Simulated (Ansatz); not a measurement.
Name crystals whose hole conductivity mass lies between 0.6 and 0.94 mₑ and whose electron conductivity mass lies between 0.166 and 0.26 mₑ, by r2SCAN, rigid bands run with Ansatz (a program for electronic structure).

Many crystals can fit; among those computed here:
- ZnS (F-43m): 0.75 mₑ, 0.21 mₑ

Masses are for dilute carriers at 300 K, harmonic means over directions unless an axis is named. Spin-orbit coupling is left out.
